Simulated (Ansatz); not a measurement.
## SrO, response to strain

Take SrO in the rock salt structure (space group Fm-3m, No. 225; a = 5.122 Å) as the base. Axes: x, y, z lie along the cube axes.

Strains are applied to the cell and any free atomic positions relax.

Level of theory: PBEsol/PAW in Ansatz (a first-principles code), no spin-orbit coupling.

Candidates:
(a) uniaxial strain ε_zz = −0.50 %
(b) uniaxial strain ε_zz = +3.00 %
(c) uniaxial strain ε_zz = +2.50 %
(d) uniaxial strain ε_zz = −1.50 %
(e) uniaxial strain ε_zz = +2.00 %

Notes on the quantities. energy relative to the base: free energy F.

Q: Order them by energy relative to the base, highest first.

A: (b) uniaxial strain ε_zz = +3.00 % (+7.6 meV/atom), (c) uniaxial strain ε_zz = +2.50 % (+5.4 meV/atom), (e) uniaxial strain ε_zz = +2.00 % (+3.5 meV/atom), (d) uniaxial strain ε_zz = −1.50 % (+2.3 meV/atom), (a) uniaxial strain ε_zz = −0.50 % (+0.2 meV/atom)

Stability against distortions was not tested.
